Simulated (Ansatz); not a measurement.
Consider TiAl3 (space group I4/mmm, No. 139; a = 3.816 Å, c = 8.551 Å).

Level of theory: Ansatz (an electronic-structure program), PBEsol, PAW, cutoff 420 eV, no spin-orbit coupling, earlier PAW set.

Before the change:

```
Quantity            Value
---------------  --------
Volume per atom  15.56 Å³
```

One thing is altered: full substitution Al → Cr, then cell and atoms are relaxed.

Tabulated Pauling electronegativity and covalent radius: Al 1.61, 1.21 Å; Cr 1.66, 1.39 Å.

Question: How does this affect the volume per atom?

Answer: The volume per atom falls by 3.19 Å³, from 15.56 Å³ to 12.37 Å³.

Stability against distortions was not tested. As relaxed here, TiCr3 is a hypothetical phase, not in the database extracts checked. Starting moments died away, wholly or in part, for Al → Cr; another magnetic solution may exist. The final runs are not spin-polarised.
